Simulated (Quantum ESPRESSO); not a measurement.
## A worked fit of the pressure against the volume, with one run withheld: Na (Im-3m, 1 atom in the cell)

```yaml
crystal:
  lattice:
    - [-2.11644, 2.11644, 2.11644]
    - [2.11644, -2.11644, 2.11644]
    - [2.11644, 2.11644, -2.11644]
  atoms:
    - { symbol: Na, position: [0.00000, 0.00000, 0.00000] }
```

Computed with PBE, SSSP 1.1.2 efficiency (PBE) pseudopotentials (plane waves; Quantum ESPRESSO).

Base settings: ecutwfc = 40 Ry; ecutrho = 320 Ry; occupations = smearing; smearing = methfessel-paxton; degauss = 0.0147 Ry; potentials = {Na: na_pbe_v1.5.uspp.F.UPF}; K_POINTS = automatic 9 9 9 0 0 0; conv_thr = 1e-10 Ry.

The starting cell comes from a database of computed structures (which also holds hypothetical and non-ambient phases and stackings), without a prior relaxation at this level. Its lattice was rescaled by a random factor within 2.5 % of one.

Murnaghan's equation with B′ set to 4 (a common value, assumed and not fitted) makes the pressure a straight line in x = (V₁/V)⁴, here with V₁ = 37.921 Å³/atom: P = a + b·x. The rows are the cell shown with its lattice scaled (for instance lattice scaled by 0.97, lattice scaled by 0.985, lattice scaled by 1.015, lattice scaled by 1.03); fractional positions and shape were held. Pulay stress at this cutoff, if any, shifts all pressures roughly alike and V₀ with them.

| volume (Å³/atom) | (V₁/V)⁴ | pressure (GPa) |
|---|---|---|
| 41.437 | 0.7014 | -0.72 |
| 39.653 | 0.8364 | -0.48 |
| 37.921 | 1.0000 | -0.19 |
| 36.240 | 1.1989 | ? |
| 34.609 | 1.4413 | 0.58 |

Fit the line to the 4 rows given and predict the withheld one.

Means: x̄ = 0.99477, ȳ = -0.20250. Σ(x − x̄)(y − ȳ) = 0.5452 and Σ(x − x̄)² = 0.3106, so b = 1.756 and a = ȳ − b·x̄ = -1.9493; P = 0 at x₀ = −a/b = 1.1101, so V₀ = V₁·x₀^(−1/4) = 36.94 Å³/atom and B₀ = 4·b·x₀ = 8 GPa (for B′ = 4 and held positions). The largest residual of the fitted rows is 0.0033. At x = 1.1989 the line gives 0.16 GPa. The run gave 0.16 GPa, a miss of 0.00 GPa. The rows were chosen because the form fits them, the withheld one included, so this shows the method and is no test of the form.

Left out of this page: 5 runs of the series outside the window shown, repeating another row's setting, or not comparable.
